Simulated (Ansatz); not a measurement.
## What N interstitial (started 1.98 Å from the nearest host atom), symmetric start does to AlN

The parent structure is a 16-atom supercell of AlN in the wurtzite structure (space group P6_3mc, No. 186; a = 3.107 Å, c = 4.978 Å) at its relaxed geometry.

Modification: a neutral N interstitial (started 1.98 Å from the nearest host atom), symmetric start, atoms relaxed at fixed cell.

All numbers come from DFT with r2SCAN, PAW potentials and a 500 eV plane-wave cutoff in Ansatz (a first-principles code), scalar-relativistic without spin-orbit coupling. Settings: 7×7×7 k-points, 0.01 eV Fermi–Dirac smearing.

```json
{
 "pressure": "11.0 GPa (base 0.0 GPa)",
 "final_site_of_the_added_atom": "3 Al at 1.97 Å (trigonal pyramidal)"
}
```

Final structure:

```
Al8N9
1.0
    6.21340     0.00000     0.00000
   -3.10670     5.38097     0.00000
    3.10670     5.38097     4.97846
Al N
8 9
Cartesian
  3.11685   7.18048   4.95457
  1.55335   9.86510   4.93299
  6.20326   7.18048   4.95457
  4.66005   9.85339   4.95457
  4.66005   6.25888   2.45644
  6.19702   3.59677   2.45644
  1.55335   6.27779   2.56074
  3.12308   3.59677   2.45644
  3.05035   7.14209   1.95289
  4.66005   4.48414   1.82996
  0.05635   7.14209   1.95289
  1.55335   4.54920   1.95289
  4.66005   6.21962   4.31032
  3.05632   8.99736   4.31032
  7.76676   6.27779   4.42700
  6.26378   8.99736   4.31032
  1.55335   2.69048   0.81149
```

Cost of the whole job for the changed cell (relaxation, final SCF and bands): around 16 core-minutes (rough).

Other magnetic orders, which the real material may have, were not ruled out. In so small a cell the defect repeats every few ångströms: this is an ordered compound, not a dilute defect. The defect started on the symmetric site and kept its symmetry, so it may sit on a saddle. The defect cell is spin-polarised and ends with 3.0 μB.
